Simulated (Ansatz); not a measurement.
**Tl$_{5}$Te$_{3}$ (space group I4/mcm, No. 140)**

```
CELL_PARAMETERS angstrom
     -4.38453     4.38453     6.37990
      4.38453    -4.38453     6.37990
      4.38453     4.38453    -6.37990
ATOMIC_POSITIONS crystal
  Tl 0.98974 0.19324 0.50000
  Tl 0.01026 0.80676 0.50000
  Tl 0.19324 0.69324 0.20350
  Tl 0.80676 0.30676 0.79650
  Tl 0.69324 0.48974 0.50000
  Tl 0.30676 0.51026 0.50000
  Tl 0.48974 0.98974 0.79650
  Tl 0.51026 0.01026 0.20350
  Tl 0.00000 0.00000 0.00000
  Tl 0.50000 0.50000 0.00000
  Te 0.34315 0.15685 0.50000
  Te 0.65685 0.84315 0.50000
  Te 0.15685 0.65685 0.81369
  Te 0.84315 0.34315 0.18631
  Te 0.75000 0.75000 0.00000
  Te 0.25000 0.25000 0.00000
```

The values are results of Ansatz (a first-principles code), PBEsol, PAW, cutoff 420 eV, no SOC, not measurements. Settings: 6×6×6 k-points, 0.05 eV Fermi–Dirac smearing.

Volume per atom: 30.66 Å³
Density: 9.51 g/cm³
Band gap: zero
Total energy: -9648.111 eV/atom (σ→0; compares only within this code and set-up)

Whether these cells are dynamically stable was not tested. All final runs are without spin polarisation.
